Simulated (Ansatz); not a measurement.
A computed series for AlN: pressure series

The parent structure is AlN in the rock salt structure (space group Fm-3m, No. 225; a = 4.045 Å; a model cell, its experimental status unchecked).

Cell and atoms are relaxed at each pressure.

Levels (all Ansatz, a first-principles code, PAW): PBEsol (420 eV, no SOC); HSE06 (420 eV, no SOC).

Band gaps by level, all at the geometries relaxed with PBEsol:

```tsv
case	PBEsol	HSE06
base	4.55 eV	6.02 eV
pressure −2 GPa	4.47 eV	5.94 eV
pressure −1 GPa	4.51 eV	5.98 eV
pressure 0.3 GPa	4.56 eV	6.04 eV
pressure 0.7 GPa	4.57 eV	6.05 eV
pressure 1.5 GPa	4.60 eV	6.08 eV
pressure 7.5 GPa	4.81 eV	6.31 eV
pressure 10 GPa	4.89 eV	6.40 eV
```

Single points use the geometry relaxed with PBEsol. HSE06 gaps are upper bounds (no full band path). Load acts through the strain it causes; cell and atoms are relaxed under it. Stability against distortions was not tested. Competing high-pressure phases were not computed. The base started in Pnma and relaxed to Fm-3m at this level. This is not the structure that AlN has at room temperature and ambient pressure.
